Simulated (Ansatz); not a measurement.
Effect of pressure 4.2 GPa on SnO2

Take SnO2 in the rutile structure (space group P4_2/mnm, No. 136; a = 4.8276 Å, c = 3.2379 Å) as the base.

Perturbation: cell and atoms relaxed at a pressure of 4.2 GPa.

All numbers come from Kohn–Sham DFT with the PBE functional, run in Ansatz (an electronic-structure program) with PAW and 420 eV plane waves, no spin-orbit coupling, earlier PAW set. k-mesh 7×7×10 (Γ-centred); smearing 0.05 eV (Fermi–Dirac).

```json
[
 {"quantity": "volume per atom", "base": "12.58 Å³", "changed": "12.28 Å³", "shift": "-0.292 Å³"},
 {"quantity": "lattice parameter a", "base": "482.8 pm", "changed": "478.0 pm", "shift": "-4.71 pm"},
 {"quantity": "c/a ratio", "base": "0.671", "changed": "0.675", "shift": "+0.004"},
 {"quantity": "enthalpy H = E + PV relative to the base's energy", "base": "–", "changed": "+0.33 eV/atom", "shift": "–"},
 {"quantity": "band gap", "base": "0.68 eV", "changed": "0.91 eV", "shift": "+0.23 eV"},
 {"quantity": "gap character", "base": "direct at Γ", "changed": "direct at Γ", "shift": "–"},
 {"quantity": "mean gap deformation potential ΔEg/Δln V", "base": "–", "changed": "-9.6 eV", "shift": "–"},
 {"quantity": "electron mass", "base": "0.16 mₑ along c, 0.17 mₑ across (at Γ)", "changed": "0.17 mₑ along c, 0.19 mₑ across (at Γ)", "shift": "–"},
 {"quantity": "valence-band top at Γ (three highest levels, from the VBM)", "base": "0.00, -0.73, -0.73 eV", "changed": "0.00, -0.75, -0.75 eV", "shift": "–"}
]
```

Load acts through the strain it causes; cell and atoms are relaxed under it. Masses are band curvatures over ±0.01 Å⁻¹ around the edge. Whether these cells are dynamically stable was not tested.
